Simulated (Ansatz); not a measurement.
## How the bulk modulus B0 of L1₂ (Cu3Au-type) Pt3Ti moves with the method

No measured value is used here.

| level (code) | value (GPa) | cell (Å³/atom) |
|---|---|---|
| LDA (Ansatz) | (withheld) | 14.53 |
| PBE (Ansatz) | 235 | 15.38 |
| PBE+SOC (Ansatz) | 235 | 15.36 |
| PBEsol (Ansatz) | 266 | 14.82 |
| PBEsol+SOC (Ansatz) | 266 | 14.80 |
| RPBE (Ansatz) | (withheld) | 15.66 |
| PBE-D4 (Ansatz) | 255 | 15.00 |
| PBEsol-D3(BJ) (Ansatz) | (withheld) | 14.38 |
| r²SCAN+SOC (Ansatz) | (withheld) | 15.04 |
| B3LYP (VWN-RPA form) (Ansatz) | 228 | 15.65 |
| HSE06-D3(BJ) (Ansatz) | 299 | 14.33 |
| Hartree–Fock (Ansatz) | 244 | 15.51 |

Q: Some entries are withheld; supply them.

A: 
- LDA (Ansatz, a quantum-chemistry and plane-wave program), value (GPa): 283
- RPBE (Ansatz), value (GPa): 220
- PBEsol-D3(BJ) (Ansatz), value (GPa): 291
- r²SCAN+SOC (Ansatz), value (GPa): 258

The crystal itself was run without spin with LDA, PBE, PBEsol, RPBE, PBE-D4, PBEsol-D3(BJ), B3LYP (VWN-RPA form), HSE06-D3(BJ), Hartree–Fock; a magnetic state was not tried in these runs. Density-functional levels without +SOC have no spin–orbit coupling. B3LYP (VWN-RPA form), HSE06-D3(BJ), Hartree–Fock: the run has no spin polarisation, so it can have missed a magnetic state. Each level is taken at its own relaxed cell. Cutoffs and k meshes differ between the levels. Ansatz's density-functional and Hartree–Fock values are scalar-relativistic unless marked +SOC, with PAW data made under PBE.
